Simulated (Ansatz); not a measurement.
```
ScAl3
1.0
    3.95029     0.00000     0.00000
    0.00000     3.95029     0.00000
    0.00000     0.00000     4.12737
Sc Al
1 3
Direct
  0.00000   0.00000   0.00000
  0.00000   0.50000   0.50000
  0.50000   0.00000   0.50000
  0.50000   0.50000   0.00000
```

No spin polarisation.

Computed with PBEsol (Ansatz, a program for electronic structure; PAW; 420 eV plane waves; no spin-orbit coupling). k-mesh 14×14×14 (Γ-centred); smearing 0.1 eV (Fermi–Dirac).

### Question
Predict the band gap, pressure and space group.

### Answer
The band gap comes out as zero, the pressure (mean of the normal stresses, compression positive) comes out as 4.9 GPa and the space group is P4/mmm (No. 123).

The cells carry an imposed strain or load. Whether these cells are dynamically stable was not tested. All final runs are without spin polarisation. The cell was made from ScAl₃ in the Cu3Au type structure (space group Pm-3m, No. 221) by this change: biaxial strain −3.00 %, plane normal [001], relaxed out of plane.
